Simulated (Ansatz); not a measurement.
The parent structure is InSb in the wurtzite structure (space group P6_3mc, No. 186; a = 4.5969 Å, c = 7.5648 Å; a hypothetical phase, not in the database extracts checked). Axes: x lies along a and z along c of the hexagonal cell.

It is then changed as follows: a pure shear with ε_xy = ε_yx = 0.0268; the atoms relax in the strained cell.

Levels (all Ansatz, a program for electronic structure, PAW): PBEsol (420 eV, no spin-orbit coupling); r2SCAN (500 eV, no SOC); HSE06 (420 eV, no spin-orbit coupling).

One geometry, relaxed with PBEsol, under each level:

| level | band gap | pressure |
|---|---|---|
| PBEsol | zero | 0.0 GPa |
| r2SCAN | (withheld) | (withheld) |
| HSE06 | 0.21 eV | – |

Q: Give the withheld r2SCAN results.

A: 
- r2SCAN, band gap: zero
- r2SCAN, pressure: 0.8 GPa

Single points use the geometry relaxed with PBEsol. Their cutoffs differ, which shifts pressures a little. HSE06 was sampled on its mesh, a few special points and the semilocal edge points, so its gap is an upper bound. Spin-orbit coupling, missing from the scalar runs, can matter with Sb. Stability against distortions was not tested. All final runs are without spin polarisation. Gaps under 0.05 eV, about the width of the smearing, are given as zero. The zero or small gap of InSb can change with the level of theory.
